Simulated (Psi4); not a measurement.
Psi4 1.11, B3LYP/def2-svp: In(All)2(OH) (C=C[CH2][In]([OH])[CH2]C=C), 19 atoms. The geometry is a generated start, not checked to be a minimum at this level.

```yaml
task: energy
method: b3lyp
basis: def2-svp
memory: 3 GB
maxiter: 100
keys_of_the_molecule_block: symmetry c1
scf_type: df (default)
diis_max_vecs: 10 (default)
e_convergence: 1e-06 (default)
d_convergence: 1e-06 (default)
dft_radial_points: 75 (default)
dft_spherical_points: 302 (default)
effective_core_potentials: those of the basis set, past Kr
basis_functions: 179
grid_points: 406171
```

```xyz
19

In    -0.0643     0.5705     0.7694
C      1.7276    -0.5958     1.6895
C      1.6521    -2.0370     1.5355
C      2.1685    -2.7098     0.5068
H      1.6876    -0.2402     2.7153
H      2.5368    -0.1259     1.1343
H      1.1309    -2.5816     2.3172
H      2.6889    -2.2007    -0.2921
H      2.1011    -3.7817     0.4344
C     -2.0176     0.3355    -0.5267
C     -2.0715     1.4592    -1.4465
C     -1.6513     1.4184    -2.7107
H     -2.8146     0.3288     0.2145
H     -1.9071    -0.6292    -1.0120
H     -2.4733     2.3874    -1.0507
H     -1.2573     0.5107    -3.1418
H     -1.7120     2.2749    -3.3592
O      0.4046     2.4344     1.2403
H     -0.1289     3.1823     0.9825
```

With the defaults (diis = true, scf_initial_accelerator = adiis, damping_percentage = 0, soscf = false, soscf_start_convergence = 0.01, guess = auto, which took SAD, level_shift = 0, level_shift_cutoff = 0.01) it converges in 11 SCF iterations. One run each on 2 threads, with these changes:
- soscf = true, soscf_start_convergence = 0.001
- damping_percentage = 60
- scf_initial_accelerator = none
- diis = false, scf_initial_accelerator = none, damping_percentage = 60
- guess = core
- scf_initial_accelerator = ediis
- soscf = true
- level_shift = 0.5, level_shift_cutoff = 0.001
- soscf = true, soscf_start_convergence = 0.1

Name the settings that don't reach the solution of the defaults.

No convergence: diis = false, scf_initial_accelerator = none, damping_percentage = 60 (the run ends without SCF convergence in 100 iterations). The rest reach the solution of the defaults.

| setting | SCF iterations | JK calls | end |
|---|---|---|---|
| soscf = true, soscf_start_convergence = 0.001 | 7 | 18 | same solution |
| soscf = true | 7 | 23 | same solution |
| soscf = true, soscf_start_convergence = 0.1 | 9 | 40 | same solution |
| level_shift = 0.5, level_shift_cutoff = 0.001 | 9 | 10 | same solution |
| the defaults | 11 | 12 | same solution |
| scf_initial_accelerator = ediis | 11 | 12 | same solution |
| scf_initial_accelerator = none | 11 | 12 | same solution |
| guess = core | 19 | 19 | same solution |
| damping_percentage = 60 | 80 | 81 | same solution |
| diis = false, scf_initial_accelerator = none, damping_percentage = 60 | 100 | 101 | no convergence |

An SOSCF iteration holds several JK calls; a Hückel guess adds calls on atoms.
